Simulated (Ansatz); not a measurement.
Base system: InSb in the zinc blende structure (space group F-43m, No. 216).

```xyz
2
Lattice="0.0000 3.3176 3.3176 3.3176 0.0000 3.3176 3.3176 3.3176 0.0000" Properties=species:S:1:pos:R:3 pbc="T T T"
In     0.0000     0.0000     0.0000
Sb     1.6588     1.6588     1.6588
```

Cartesian axes are those of the cell as printed.

The values are results of Ansatz (a first-principles code), PBE, PAW, cutoff 420 eV, scalar-relativistic without spin-orbit coupling, not measurements.

Perturbation: an isotropic linear strain of +3.00 %, atoms relaxed at fixed cell.

Problem. Predict the stress tensor and what it implies for the stiffness.

Solution. Stress of the strained cell less that of the base (GPa, compression positive):
```
   -2.6     0.0     0.0
    0.0    -2.6     0.0
    0.0     0.0    -2.6
```

Then B = −ΔP/(ΔV/V₀) with ΔV/V₀ = 0.0927 gives secant stiffness values (nonlinear terms included at this strain): B ≈ 28 GPa.

As a check, the harmonic strain energy −½ V₀ Δσ:ε is 27 meV/atom; the computed energy rise is 30 meV/atom.

Whether these cells are dynamically stable was not tested. All final runs are without spin polarisation.
